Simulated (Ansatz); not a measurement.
The starting structures come from a database of crystals and need not be the phases stable at ambient conditions.

## Evanescent states of BaSnF6 (R-3, not sure to be the ambient phase, 8 atoms a cell, 14.6 Å³ an atom) along the normal of (100)

These are PBEsol (plane waves, PAW; Ansatz, an electronic-structure program) values and carry that method's errors.

The gap is the functional's own. No spin-orbit coupling. Mid-gap values are interpolated on the energy grid.

Energies count from the valence-band top; κ is the least over a 4×4 mesh across the current.

```tsv
E (eV)	κ (1/Å)	where
0.12	0.204	Γ
0.38	0.281	Γ
0.62	0.330	Γ
0.88	0.365	Γ
1.12	0.391	Γ
1.38	___	Γ
1.62	___	Γ
1.88	___	Γ
2.12	___	Γ
2.38	___	Γ
2.62	___	Γ
2.88	___	Γ
3.12	___	Γ
3.38	___	Γ
3.62	___	Γ
3.88	0.391	Γ
4.12	0.369	Γ
4.38	0.341	Γ
4.62	0.304	Γ
4.88	0.255	Γ
5.12	0.182	Γ
```

### Question
Fill in the missing entries.

### Answer

- 1.38, κ (1/Å): 0.411
- 1.62, κ (1/Å): 0.425
- 1.88, κ (1/Å): 0.435
- 2.12, κ (1/Å): 0.441
- 2.38, κ (1/Å): 0.444
- 2.62, κ (1/Å): 0.443
- 2.88, κ (1/Å): 0.439
- 3.12, κ (1/Å): 0.433
- 3.38, κ (1/Å): 0.423
- 3.62, κ (1/Å): 0.409
